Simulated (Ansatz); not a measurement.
A self-consistent single point of Lu₃TlC (P4mm, 5 atoms in the cell) with Ansatz (an electronic-structure program).

Method of the run: LDA (PW92), default PAW files made with PBE (plane waves; Ansatz).

The change in words: lattice scaled by 0.98; kpoints.mp_grid.grid: 7 7 7 → 10 10 10. Reference geometry:
```
CELL_PARAMETERS angstrom
      4.73183     0.00000     0.00000
      0.00000     4.73183     0.00000
      0.00000     0.00000     4.73183
ATOMIC_POSITIONS crystal
  Lu 0.50000 0.00000 0.50000
  Lu 0.01057 0.50000 0.50000
  Lu 0.50000 0.50000 0.00000
  Tl 0.00000 0.00000 0.00000
  C  0.50000 0.50000 0.50000
```

Reference input (self-consistent single point, DFT, LDA (PW92), plane waves, default PAW files made with PBE): basis.ecutwfc = 420 eV; kpoints.mp_grid.grid = 7 7 7; hamiltonian.xc = lda; hamiltonian.pseudopotentials = {kind: paw} (the program's default PAW files); scf.occupations.method = gaussian; scf.occupations.width = 0.1 eV. This run's input differs from it in these lines:

Ansatz 0.2 input:
```diff
@@ -2,11 +2,11 @@
   lattice:
-    - [4.73183200, 0.00000000, 0.00000000]
-    - [0.00000000, 4.73183200, 0.00000000]
-    - [0.00000000, 0.00000000, 4.73183200]
+    - [4.63719500, 0.00000000, 0.00000000]
+    - [0.00000000, 4.63719500, 0.00000000]
+    - [0.00000000, 0.00000000, 4.63719500]
   atoms:
-    - { symbol: Lu, position_ang: [2.36591600, 0.00000000, 2.36591600] }
-    - { symbol: Lu, position_ang: [0.05000127, 2.36591600, 2.36591600] }
-    - { symbol: Lu, position_ang: [2.36591600, 2.36591600, 0.00000000] }
+    - { symbol: Lu, position_ang: [2.31859750, 0.00000000, 2.31859750] }
+    - { symbol: Lu, position_ang: [0.04900124, 2.31859750, 2.31859750] }
+    - { symbol: Lu, position_ang: [2.31859750, 2.31859750, 0.00000000] }
     - { symbol: Tl, position_ang: [0.00000000, 0.00000000, 0.00000000] }
-    - { symbol: C, position_ang: [2.36591600, 2.36591600, 2.36591600] }
+    - { symbol: C, position_ang: [2.31859750, 2.31859750, 2.31859750] }
 basis:
@@ -15,3 +15,3 @@
   mp_grid:
-    grid: [7, 7, 7]
+    grid: [10, 10, 10]
 hamiltonian:
```

Output (repeated stretches shortened):

```
SCF iter   1: F=—  HF=-54871.461090 eV  |F-HF|=—  |Δ(HF+E_count)|=         —  Δρ=5.65e-3  dr2=3.01e-2  ethr=1.77e-3  ⟨swp⟩=7.4  Hψ=31339  notcnv=0  defer=19
all-band conjugate gradients solve this SCF's bands
preconditioner: auto → Kerker (q_TF=auto, 2.692 Å⁻¹)
SCF iter   2: F=—  HF=-54871.443284 eV  |F-HF|=—  |Δ(HF+E_count)|=   1.78e-2  Δρ=2.62e-3  dr2=4.62e-3  ethr=3.27e-5  ⟨swp⟩=3.2  Hψ=18840  notcnv=0  defer=107
   [... lines left out ...]
SCF iter   6: F=—  HF=-54871.441955 eV  |F-HF|=—  |Δ(HF+E_count)|=   4.65e-6  Δρ=8.56e-5  dr2=4.36e-6  ethr=5.77e-8  ⟨swp⟩=2.1  Hψ=12052  notcnv=0  defer=107
SCF iter   7: F=—  HF=-54871.441954 eV  |F-HF|=—  |Δ(HF+E_count)|=   4.62e-7  Δρ=1.85e-5  dr2=2.58e-7  ethr=4.74e-9  ⟨swp⟩=2.1  Hψ=12300  notcnv=0  defer=107
SCF iter   8: F=—  HF=-54871.441954 eV  |F-HF|=—  |Δ(HF+E_count)|=   2.06e-7  Δρ=1.49e-5  dr2=1.83e-7  ethr=1.09e-10  ⟨swp⟩=14.8  Hψ=54247  notcnv=0
SCF iter   9: F=-54871.441954 eV  HF=-54871.441954 eV  |F-HF|=6.58e-8  |Δ(HF+E_count)|=   2.42e-7  Δρ=4.96e-6  dr2=2.95e-8  ethr=1.09e-10  ⟨swp⟩=6.1  Hψ=46184  notcnv=0
SCF 1 converged in 9 iterations: F = -54871.441954 eV  dr2 = 2.95e-8
Free energy (F): -54871.441954 eV
Internal energy: -54871.439419 eV  (E = F + TS)
E sigma→0 (E₀):  -54871.440687 eV
Entropy (-TS):   -0.002535 eV (-0.507 meV/atom)
Fermi energy:    15.320370 eV
--- Forces (eV/Å), atoms counted from 1 ---
  atom   1  Lu     0.19623543     0.00000000     0.00000000
  atom   2  Lu    -0.61411694     0.00000000     0.00000000
  atom   3  Lu     0.19623543    -0.00000000     0.00000000
  atom   4  Tl     0.02203791     0.00000000     0.00000000
  atom   5  C      0.19961828    -0.00000000     0.00000000
--- Stress (GPa, compression-positive) ---
        1.624146      -0.000000       0.000000
       -0.000000       1.437781       0.000000
        0.000000       0.000000       1.437781
  P = ⅓ Tr σ = 1.4999 GPa (14.999 kbar)
  The stress holds the Pulay correction. Without it, at fixed plane waves, as pw.x and ABINIT print it: P = 1.3806 GPa
```

The run converged in 9 iterations. Against the reference run the free energy falls by 12.2 meV/atom, the pressure goes from -4.26 to 1.50 GPa and the largest force goes from 0.491 to 0.614 eV/Å.

The starting cell comes from a database of computed structures (which also holds hypothetical and non-ambient phases and stackings), without a prior relaxation at this level. Its lattice was rescaled by up to half a per cent. One atom was moved a little off its site on purpose. For this run, on top of that: lattice scaled by 0.98. Ansatz's pressure includes its estimate of the finite-basis (Pulay) stress.

Cost on one core of a shared machine: roughly 90 s.
